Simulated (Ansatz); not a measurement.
# hypothetical cubic perovskite TlPbCl3 with two functionals, Tl → B

The parent structure is TlPbCl$_{3}$ in the cubic perovskite structure (space group Pm-3m, No. 221; a = 5.688 Å; a hypothetical phase, not in the database extracts checked).

(Cell as relaxed with PBE.)

Levels (all Ansatz, a program for electronic structure, PAW): PBE (420 eV, without spin-orbit coupling); r2SCAN (500 eV, spin-orbit coupling left out).

Each level relaxes its own structure.

```json
[
 {"base": "volume per atom", "PBE": "36.80 Å³", "r2SCAN": "35.53 Å³"},
 {"base": "lattice parameter a", "PBE": "5.688 Å", "r2SCAN": "5.622 Å"},
 {"base": "band gap", "PBE": "1.94 eV", "r2SCAN": "1.99 eV"}
]
```

It is then changed as follows: full substitution Tl → B; the structure is relaxed again.

| quantity | PBE | r2SCAN |
|---|---|---|
| shortest interatomic distance | 2.802 Å | … |
| band gap | zero | … |

Question: Given the PBE results, estimate those of r2SCAN.

Answer: 
- shortest interatomic distance, r2SCAN: 2.777 Å
- band gap, r2SCAN: zero

PBE's shortest interatomic distance lies 0.025 Å above r2SCAN's (0.9 %); the two agree on the band gap. Neither level is exact; r2SCAN is the comparison here, not a measurement.

With Pb and Tl present, leaving out spin-orbit coupling can change the band edges. Whether these cells are dynamically stable was not tested. As relaxed here, PbBCl3 is a hypothetical phase, not in the database extracts checked. All final runs are without spin polarisation. Many cubic perovskites are stable only at high temperature; tilts and polar distortions were not tested.
